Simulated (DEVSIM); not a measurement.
Structure: TaN/SiO2/p-Si capacitor, at 300 K.

Layer 1 from the left is SiO2, thickness (nm) 3.30. Layer 2 from the left is Si, thickness (nm) 5200, Na (cm⁻³) 1.2e16.

Metal gate on the left, work function 4.4 eV. Fixed charge at the semiconductor interface 1.5e11 cm⁻² (in units of +e); no interface traps.

This is a model device: material constants are rounded textbook-type values typed into the input, and sizes, dopings and lifetimes were drawn at random. Values at 300 K.

SiO2: gap (eV) 9, affinity (eV) 0.9, permittivity 3.9. Si: gap (eV) 1.124, affinity (eV) 4.05, permittivity 11.7, Nc (cm⁻³) 2.86e19, Nv (cm⁻³) 3.1e19.

Task: Estimate by hand the flat-band voltage, the threshold voltage, and compare with a numerical solution.

Result: 
- Flat-band voltage: C = 1.05 μF/cm², work-function difference -0.571 V; VFB = φms − qNf/C = -0.59 V; numerical -0.59 V.
- Threshold voltage: φF = 0.360 V, depletion charge √(4εqNφF) = 5.35e-8 C/cm²; VT = VFB + 2φF + Qd/C = 0.18 V; numerical 0.18 V.

Simulated with DEVSIM: 1D Poisson equation in equilibrium, Boltzmann statistics, complete ionisation; no quantum confinement or tunnelling. Metal contacts follow the ideal Schottky-Mott rule: no Fermi-level pinning, no interface dipoles.
